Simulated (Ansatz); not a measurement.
O on the 1x1 (0001) surface of hcp Co, ferromagnetic, one in a 2x2 cell, energies for each (21.5 Å²). Energies are against ½ O2(g), without zero-point or thermal terms; each row is named by its start.

The numbers are results of PBE (plane waves to 420 eV, PAW; Ansatz, an electronic-structure program), not measurements.

Set-up: 17 atoms, 6.0 Å thick at the start under the adsorbate (thin: gaps and levels are the slab's own); mesh 7x7x1; 0.1 eV smearing; dipole correction on; 8 atoms held, the rest relaxed; each run with such symmetry as its start has; spin-polarised, no spin-orbit, no U, no dispersion correction.

A negative adsorption energy means that the adsorbate is more stable on the surface than in its reference. Heights count from the host atoms within 0.3 Å of the top one.

```csv
starting site,E_ads (eV),height (Å),nearest host atom (Å),bonded to,Δ work function (eV),lateral drift (Å),moment (μB)
top Co,-1.09,1.85,Co 1.62,Co,1.53,0.0,27.2
hollow Co-Co-Co,-2.49,1.16,Co 1.86,3 Co,0.56,0.0,26.9
hollow Co-Co-Co over Co at depth 2.0 Å,-2.60,1.13,Co 1.85,3 Co,0.50,0.0,26.6
bridge Co-Co (span 2.5 Å),-2.60,1.13,Co 1.85,3 Co,0.50,0.7,26.6
```
